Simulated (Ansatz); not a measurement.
Ansatz (a program for electronic structure) run on NiTe2 (P-3m1, 3 atoms in the cell): relaxation of cell and atoms.

Level of theory: PBEsol, default PAW files made with PBE (plane waves; Ansatz).

The change in words: atoms on their sites; relax: default → cell and atoms. Reference geometry:
```
CELL_PARAMETERS angstrom
      3.88675     0.00000     0.00000
     -1.94337     3.36602     0.00000
      0.00000     0.00000     5.38866
ATOMIC_POSITIONS crystal
  Ni 0.00000 0.00000 0.00928
  Te 0.33333 0.66667 0.24192
  Te 0.66667 0.33333 0.75808
```

Reference input (self-consistent single point, DFT, PBEsol, plane waves, default PAW files made with PBE): basis.ecutwfc = 30.9 Ry; kpoints.mp_grid.grid = 8 8 5; hamiltonian.xc = pbesol; hamiltonian.pseudopotentials = {kind: paw} (the program's default PAW files); scf.occupations.method = gaussian; scf.occupations.width = 0.0073 Ry. This run's input differs from it in these lines:

```diff
@@ -7,3 +7,3 @@
   atoms:
-    - { symbol: Ni, position_ang: [0.000000, 0.000000, 0.050001] }
+    - { symbol: Ni, position_ang: [0.000000, 0.000000, 0.000000] }
     - { symbol: Te, position_ang: [-0.000002, 2.244015, 1.303624] }
@@ -19,2 +19,4 @@
   occupations: { method: gaussian, width: 0.0073 Ry }
+relax:
+  cell: {}
 output:
```

The program printed (abridged):

```
   [... SCF lines of the steps left out ...]
relax step   1: F+E_penalty+E_count = -19608.71791339 eV  Δ(F+E_penalty+E_count) = +0.000e0 eV  max|allowed force component| = 1.712e-1 eV/Å  Δτ_max = 0.0000 Å  P = -3.874 GPa  Ω = 70.499 Å³  (7 SCF iters, dr2 threshold 1.00e-7 eV, accepted)
relax step   2: F+E_penalty+E_count = -19608.75994877 eV  Δ(F+E_penalty+E_count) = -4.204e-2 eV  max|allowed force component| = 7.348e-2 eV/Å  Δτ_max = 0.0861 Å  P = +2.543 GPa  Ω = 63.179 Å³  energy of the carried Pulay correction = +1.734e-3 eV  [...]
   [... lines left out ...]
relax step   6: F+E_penalty+E_count = -19608.78147743 eV  Δ(F+E_penalty+E_count) = -7.245e-4 eV  max|allowed force component| = 1.003e-3 eV/Å  Δτ_max = 0.0081 Å  P = +0.013 GPa  Ω = 65.245 Å³  energy of the carried Pulay correction = +1.226e-3 eV  [...]
relax step   7: F+E_penalty+E_count = -19608.78020057 eV  Δ(F+E_penalty+E_count) = +1.277e-3 eV  max|allowed force component| = 9.796e-4 eV/Å  Δτ_max = 0.0000 Å  P = +0.016 GPa  Ω = 65.245 Å³  stress off target by 2.39e-2 GPa  SCF on the basis [...]
basis re-selected at this cell: Δ(F+E_penalty+E_count) = +1.277e-3 eV, ΔP = +0.003 GPa vs the last step
the relaxation is at rest under the 12 symmetry operations that the run kept from its start: a minimum is not shown …
Free energy (F): -19608.780201 eV
Internal energy: -19608.769443 eV  (E = F + TS)
E sigma→0 (E₀):  -19608.774822 eV
Entropy (-TS):   -0.010758 eV (-3.586 meV/atom)
Fermi energy:    12.966856 eV
--- Forces (eV/Å), atoms counted from 1 ---
  atom   1  Ni     0.00000000     0.00000000     0.00000000
   [... lines left out ...]
  cell:  # Å, volume = 65.2446 Å³
   [... lines left out ...]
    - [-1.9189944930536125, 3.3237953913061653, 7.899414826458698e-18]
    - [-2.190379325985328e-17, -5.86187708638561e-34, 5.1145387302546395]
  atoms:
    - { symbol: Ni, position: [-1.541750052800507e-35, -6.386913214277245e-35, 6.438423644831887e-19] }
    - { symbol: Te, position: [0.3333333333333333, 0.6666666666666669, 0.25279592620008173] }
    - { symbol: Te, position: [0.6666666666666666, 0.33333333333333337, 0.7472040737999184] }
```

The run converged.  The full log also holds: “iter 5 did not close the SCF: its close was put off for the readings that it lacked (scf_convergence_deferred on its scf_iter line)”.

Summary of the result:
- Free energy E − TS (on the zero of these files): -19608.7802 eV
- Fermi level (on the code's own zero): 12.97 eV
- Pressure: 0.02 GPa
- Final cell: a = b = 3.838 Å, c = 5.115 Å, α = β = 90.00°, γ = 120.00°
- Final volume per atom: 21.75 Å³
- Relaxation steps: 7

The starting cell comes from a database of computed structures (which also holds hypothetical and non-ambient phases and stackings), without a prior relaxation at this level. Its lattice was rescaled by up to half a per cent. Spin polarisation is off, so a magnetic state, if there is one, cannot be reached. The relaxation keeps the symmetry of its start, so its end need not be a minimum. Ansatz's pressure includes its estimate of the finite-basis (Pulay) stress.

Cost on one core of a shared machine: roughly 40 s.

Keys are those of Ansatz 0.2.
